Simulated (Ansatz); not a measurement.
The parent structure is MgSe in the rock salt structure (space group Fm-3m, No. 225; a = 5.4722 Å).

Computed with r2SCAN (Ansatz, a program for electronic structure, PAW, without spin-orbit coupling).

One change was made to it. Results:

```tsv
quantity	base	after
band gap	2.48 eV	5.68 eV
lattice parameter a	5.472 Å	4.204 Å
```

Which change produced these results?
A) Mg → Ca
B) Se → O
C) Se → Mo

B, Se → O. For comparison, the band gap in the other runs: Se → Mo gives zero; Mg → Ca gives 2.52 eV.

No phonon test of stability was made. As relaxed here, MgMo is a hypothetical phase, not in the database extracts checked. All final runs are without spin polarisation.
